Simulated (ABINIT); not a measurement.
ABINIT 10.0.3, DFT, PBE, plane waves, JTH v2.0 PBE PAW: PbO (from the phase in space group 129, mp-19921), 4 atoms. Basis and mesh were picked for this test and aren't claimed converged.

```yaml
cell: 4.00, 4.00, 5.26 Å; 90, 90, 90°
task: scf
ecut: 17.5 Ha
pawecutdg: 35 Ha
nband: 24
k mesh (ngkpt): 6×6×4
shiftk: 0×0×0
nstep: 100
tolvrs: 1e-09
occopt: 7
tsmear: 0.002 Ha
prtwf: 0
prtden: 0
paral_kgb: 1
ranks over k-points and spins (np_spkpt): 2
ranks over bands (npband): 1
ranks over FFT planes (npfft): 1
bands a rank in one block (bandpp): 24
wfoptalg: 114
nline: 4 (default)
dielng: 1.07748 (default)
kptopt: 1 (default)
k-points after symmetry: 30
bands: 24
symmetry_operations: 16
```

Settings of this run: diemac = 12, iscf = 12, iprcel = 0; 2 ranks.

```
iteration  deltaE (Ha)     residm      nres2
---------  -----------  ---------  ---------
1           -1.549E+02  1.163E-03  4.359E+01
2            5.107E-02  1.731E-04  6.240E+01
3           -4.499E-02  4.232E-05  5.860E+01
4            1.914E-02  1.073E-04  6.952E+01
5           -6.564E-02  1.827E-05  7.679E+01
6            2.803E-02  1.380E-04  8.623E+01
7           -8.210E-02  1.635E-05  9.490E+01
8            4.569E-02  1.489E-04  1.034E+02
9           -9.787E-02  2.241E-05  1.114E+02
10           6.653E-02  1.617E-04  1.190E+02
11          -1.151E-01  2.657E-05  1.262E+02
12           8.850E-02  1.723E-04  1.323E+02
13          -1.287E-01  2.640E-05  1.381E+02
14           1.084E-01  1.975E-04  1.432E+02
…                    …          …          …
51          -1.667E-01  1.889E-05  1.670E+02
52           1.667E-01  3.155E-04  1.670E+02
53          -1.667E-01  1.889E-05  1.670E+02
54           1.667E-01  3.155E-04  1.670E+02
55          -1.667E-01  1.889E-05  1.670E+02
56           1.667E-01  3.155E-04  1.670E+02
57          -1.667E-01  1.889E-05  1.670E+02
58           1.667E-01  3.155E-04  1.670E+02
…                    …          …          …
93          -1.667E-01  1.889E-05  1.670E+02
94           1.667E-01  3.156E-04  1.670E+02
95          -1.667E-01  1.889E-05  1.670E+02
96           1.667E-01  3.156E-04  1.670E+02
97          -1.667E-01  1.889E-05  1.670E+02
98           1.667E-01  3.156E-04  1.670E+02
99          -1.667E-01  1.889E-05  1.670E+02
100          1.667E-01  3.156E-04  1.670E+02
```

It was not converged within nstep = 100 iterations.

Problem. Which change of settings makes this cycle converge?

Solution. One answer among several that fit: iscf = 14 (12 SCF iterations), all else kept. The other changes of this size gave: iscf = 13 (17). Counts are of single runs.
